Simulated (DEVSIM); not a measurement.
System: Schottky contact on n-type Si, at 300 K.

Layer 1 from the left is Si, thickness (μm) 14.0, Nd (cm⁻³) 3e16, τn (s) 2.9e-5, τp (s) 2.9e-5.

Left contact: Schottky, work function 4.64 eV, emission velocity 6.6e6 cm/s. Right contact: ohmic. Voltage is applied to the left contact. Recombination: SRH at mid-gap. Mobility is μmin + (μ − μmin)/(1 + (N/Nref)^α).

Constants are typed, rounded textbook-type inputs, not results; the design itself was drawn at random and stands for no fabricated device. Values at 300 K.

Si: gap (eV) 1.124, affinity (eV) 4.05, permittivity 11.7, Nc (cm⁻³) 2.86e19, Nv (cm⁻³) 3.1e19, μn (cm²/Vs) 1417, μp (cm²/Vs) 470, μn,min 52, μp,min 45, Nref,n 9.7e16, Nref,p 2.2e17, αn 0.68, αp 0.72.

Simulated with DEVSIM: 1D drift-diffusion, Boltzmann statistics, complete ionisation; no tunnelling, impact ionisation, image-force lowering or self-heating. Metal contacts follow the ideal Schottky-Mott rule: no Fermi-level pinning, no interface dipoles.

Dark forward current:

| |V| (V) | |J| (A/cm²) |
|---|---|
| 0.05 | 0.01951 |
| 0.10 | 0.1527 |
| 0.15 | 1.050 |
| 0.20 | 6.705 |
| 0.25 | 33.45 |
| 0.30 | 102.8 |
| 0.35 | 209.1 |
| 0.40 | 336.4 |
| 0.45 | 475.4 |
| 0.50 | 621.4 |
| 0.55 | 772.1 |
| 0.60 | 926.0 |
| 0.65 | 1082 |
| 0.70 | 1240 |
| 0.75 | 1400 |
| 0.80 | 1560 |
| 0.85 | 1722 |
| 0.90 | 1884 |
| 0.95 | 2047 |

Q: Work out the local ideality factor n = ΔV / (kT/q · ln(J2/J1)) between the rows 0.15 and 0.20 V, 0.90 and 0.95 V.

A: kT/q = 25.85 mV. From 0.15 to 0.20 V: ln(6.705/1.050) = 1.854, n = 1.04, near the 1 of diffusion or emission over a barrier. From 0.90 to 0.95 V: ln(2047/1884) = 0.083, n = 23.31; the layers' resistance at their doping, Σ W/(qμN) = 0.00029 Ω cm², would take 48 mV of this step of 50 mV.

Q: Estimate the current at 0.15 V for emission alone, J0 = q v N_band exp(−φB/kT), and read the barrier back from the simulated current.

A: φB = 0.590 eV, N_band = 2.86e19 cm⁻³, J0 = 0.00370 A/cm²; J = J0 (exp(qV/kT) − 1) = 1.22 A/cm². The simulation gives 1.05 A/cm²; the estimate lies 16 % above. Read backwards, the simulated current gives an apparent barrier of 0.594 eV. The estimate leaves out transport through the depletion region and minority injection.
